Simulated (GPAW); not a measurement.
GPAW is run on RbCaH3 (Pm-3m, 5 atoms in the cell), and the run fails. The aim is a self-consistent single point with DFT LDA (Perdew-Wang 92), LCAO dzp, GPAW PAW datasets LDA (gpaw-data 1.0.1).

This input was run:

```python
from ase import Atoms
from gpaw import GPAW

atoms = Atoms(['Rb', 'Ca', 'H', 'H', 'H'],
              cell=[[4.557458, 0.000000, 0.000000],
                    [0.000000, 4.557458, 0.000000],
                    [0.000000, 0.000000, 4.557458]],
              scaled_positions=[[0.000000, 0.000000, 0.000000],
                                [0.500000, 0.500000, 0.500000],
                                [0.000000, 0.500000, 0.500000],
                                [0.500000, 0.000000, 0.500000],
                                [0.500000, 0.500000, 0.000000]],
              pbc=True)

calc = GPAW(mode='lcao',
            h=0.18,
            basis='dzp',
            xc='LDA',
            kpts={'size': (4, 4, 4), 'gamma': True},
            occupations={'name': 'methfessel-paxton', 'width': 0.136, 'order': 1},
            convergence={'forces': 0.001},
            symmetry={'symmorphic': False, 'tolerance': 0.0005},
            maxiter=8)

atoms.calc = calc

energy = atoms.get_potential_energy()
print('Energy (eV):', round(energy, 6))
forces = atoms.get_forces()
print('Forces (eV/Ang):')
print(forces.round(5))
```

Output, abridged:

```
     iter     time        total  log10-change:
                         energy   eigst   dens  force
iter:   1 --:--:--   -16.956733        c
iter:   2 --:--:--   -16.706046        c -0.99
iter:   3 --:--:--   -15.371742        c -1.02
iter:   4 --:--:--   -15.371405        c -1.68
iter:   5 --:--:--   -15.369734c       c -1.72
iter:   6 --:--:--   -15.367545c       c -2.45
iter:   7 --:--:--   -15.367497c       c -2.95
iter:   8 --:--:--   -15.367464c       c -3.55

Did not converge!

Here are some tips:

1) Make sure the geometry and spin-state is physically sound.
2) Use less aggressive density mixing.
3) Solve the eigenvalue problem more accurately at each scf-step.
4) Use a smoother distribution function for the occupation numbers.
5) Try adding more empty states.
6) Use enough k-points.
7) Don't let your structure optimization algorithm take too large steps.
8) Solve the Poisson equation more accurately.
9) Better initial guess for the wave functions.

See details here:

    https://gpaw.readthedocs.io/documentation/convergence.html
Traceback (most recent call last):
   [... frames left out ...]
gpaw.KohnShamConvergenceError: Did not converge!  See text output for help.
```

### Question
What is wrong, and how is it fixed?

### Answer
The fault is an iteration limit that is too low. The loop is cut before its threshold is met, so whatever is printed at the end is not self-consistent. To fix it, raise the limit, or leave it to the default. The run ended unconverged after 8 iterations.

An input that runs soundly differs in these lines (not the only fix; some lines may just follow from the change or write a value another way):
```diff
-            maxiter=8)
+            maxiter=150)
```

With that input, the run converged in 10 iterations: free energy E − TS (from the program's reference atoms) -15.3675 eV; top of the valence band (on the code's own zero) 0.35 eV; gap on the k-point mesh 3.13 eV (DFT LDA (Perdew-Wang 92), LCAO dzp, GPAW PAW datasets LDA (gpaw-data 1.0.1)).

On the sound input: the starting cell comes from a database of published, mostly measured structures (it also holds non-ambient and calculated ones), without a prior relaxation at this level. Its lattice was rescaled by a random factor within 2.5 % of one. Values carry the incompleteness of an atom-centred basis.
